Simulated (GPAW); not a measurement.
GPAW run on YbSi₂Pt₂ (I4/mmm, 5 atoms in the cell): self-consistent single point.

Method: LDA (Perdew-Wang 92), GPAW PAW datasets LDA (gpaw-data 1.0.1) (plane waves; GPAW).

The change in words: lattice scaled by 0.98. Reference geometry:
```xyz
5
Lattice="-2.1157 2.1157 4.9041 2.1157 -2.1157 4.9041 2.1157 2.1157 -4.9041" Properties=species:S:1:pos:R:3 pbc="T T T"
Yb     0.0000     0.0000     0.0000
Si     0.0000     0.0000     6.0986
Si     0.0000     0.0000     3.7097
Pt     0.0000     2.1157     2.4521
Pt     2.1157     0.0000     2.4521
```

Reference input (self-consistent single point, DFT LDA (Perdew-Wang 92), plane waves, GPAW PAW datasets LDA (gpaw-data 1.0.1)): mode = pw; ecut = 800 eV; xc = LDA; kpts = 8 8 8; mesh shift (steps) = 0 0 0; occupations.name = fermi-dirac; occupations.width = 0.1 eV; nbands = -9; symmetry.symmorphic = false; symmetry.tolerance = 0.0005; maxiter = 100. This run's input differs from it in these lines:

```diff
@@ -5,5 +5,5 @@
 atoms = Atoms(['Yb', 'Si', 'Si', 'Pt', 'Pt'],
-              cell=[[-2.115655, 2.115655, 4.904130],
-                    [2.115655, -2.115655, 4.904130],
-                    [2.115655, 2.115655, -4.904130]],
+              cell=[[-2.073342, 2.073342, 4.806047],
+                    [2.073342, -2.073342, 4.806047],
+                    [2.073342, 2.073342, -4.806047]],
               scaled_positions=[[0.000000, 0.000000, 0.000000],
```

Output, abridged:

```
     iter     time        total  log10-change:
                         energy   eigst   dens
iter:   1 --:--:--   -43.850362
iter:   2 --:--:--   -38.460600   -0.39  -1.10
iter:   3 --:--:--   -36.564864   -1.84  -1.35
iter:   4 --:--:--   -35.084069   -0.97  -1.43
iter:   5 --:--:--   -38.102315   -0.63  -1.49
   [... 18 lines left out ...]
iter:  24 --:--:--   -34.449434   -2.16  -2.06
iter:  25 --:--:--   -34.345474   -3.58  -2.38
iter:  26 --:--:--   -34.415725   -3.49  -2.54
iter:  27 --:--:--   -34.389561   -4.57  -2.42
iter:  28 --:--:--   -34.413775c  -4.51  -2.45
iter:  29 --:--:--   -34.407386c  -2.01  -2.42
   [... lines left out ...]
iter:  38 --:--:--   -34.279605   -3.01  -2.46
iter:  39 --:--:--   -34.263785   -3.80  -2.87
iter:  40 --:--:--   -34.256198c  -4.31  -3.34
iter:  41 --:--:--   -34.279102c  -3.91  -3.18
iter:  42 --:--:--   -34.271433c  -5.24  -2.95
iter:  43 --:--:--   -34.263598c  -4.74  -3.19
iter:  44 --:--:--   -34.257418c  -4.70  -3.51
   [... 3 lines left out ...]
iter:  48 --:--:--   -34.262900c  -5.53  -3.59
iter:  49 --:--:--   -34.259575c  -5.21  -3.91
iter:  50 --:--:--   -34.260747c  -6.44  -3.56
iter:  51 --:--:--   -34.261743c  -6.21  -3.78
iter:  52 --:--:--   -34.262337c  -6.59  -4.19c
iter:  53 --:--:--   -34.262280c  -7.69c -4.42c
Converged after 53 iterations.

Dipole moment: (-0.000000, 0.000000, 0.000000) |e|*Ang

Energy contributions relative to reference atoms: (reference = -1398261.354302)

Kinetic:        -32.629411
Potential:      +30.336447
External:        +0.000000
XC:             -31.265520
Entropy (-ST):   -0.165263
Local:           -0.621164
SIC:             +0.000000
--------------------------
Free energy:    -34.344911
Extrapolated:   -34.262280

Showing only first 2 kpts
 Kpt  Band  Eigenvalues  Occupancy
  0    30     10.00999    1.97795
  0    31     10.00999    1.97795
  0    32     10.48223    0.88749
  0    33     12.49419    0.00000

  1    30     10.00722    1.97854
  1    31     10.00820    1.97833
  1    32     10.14206    1.91982
  1    33     11.46354    0.00009

Fermi level: 10.45963

No gap
   [... lines left out ...]
Energy (eV): -34.26228

Forces in eV/Ang:
  0 Yb    0.00000    0.00000    0.00000
  1 Si    0.00000   -0.00000   -0.35429
  2 Si    0.00000    0.00000    0.35429
  3 Pt    0.00000   -0.00000    0.00000
  4 Pt    0.00000    0.00000    0.00000

Stress tensor:
    -0.002525     0.000000     0.000000
     0.000000    -0.002525     0.000000
     0.000000     0.000000    -0.011149
Stress (GPa, Voigt): [-0.4046 -0.4046 -1.7862  0.      0.      0.    ]
```

The run converged in 53 iterations. GPAW prints stress with tension positive. Against the reference run the free energy drops by 24.3 meV/atom, the pressure goes from -7.94 to 0.87 GPa and the largest force goes from 0.172 to 0.354 eV/Å.

The starting cell comes from a database of computed structures (which also holds hypothetical and non-ambient phases and stackings), without a prior relaxation at this level. For this run, on top of that: lattice scaled by 0.98. Spin polarisation is off.

Cost on one core of a shared machine: roughly 9 min.
